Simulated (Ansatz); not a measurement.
The parent structure is ZnCu2SnS4 (space group I-4, No. 82).

```
ZnCu2SnS4
1.0
   -2.68686     2.68686     5.37741
    2.68686    -2.68686     5.37741
    2.68686     2.68686    -5.37741
Cu Zn Sn S
2 1 1 4
Direct
  0.00000   0.00000   0.00000
  0.75000   0.25000   0.50000
  0.25000   0.75000   0.50000
  0.50000   0.50000   0.00000
  0.37036   0.89854   0.00905
  0.10146   0.11050   0.47182
  0.88950   0.36131   0.99095
  0.63869   0.62964   0.52818
```

Cartesian axes are those of the cell as printed.

The values are results of plane-wave PAW DFT at the PBEsol level (Ansatz, a program for electronic structure, 420 eV), no spin-orbit coupling, not measurements.

For the base:

* **Shortest interatomic distance**: 227.1 pm

Perturbation: uniaxial strain ε_zz = +2.25 %, all other strain components held at zero, atoms relaxed at fixed cell.

**Question.** How does this affect the stress, shortest interatomic distance and energy relative to the base?

**Answer.** The stress (xx, yy, zz, yz, xz, xy; compression positive) comes out as (-1.41, -1.41, -2.30, 0.00, 0.00, 0.00) GPa; the shortest interatomic distance increases by 1.8 pm to 228.9 pm; the energy increases by 3.2 meV/atom.

Stability against distortions was not tested. All final runs are without spin polarisation.
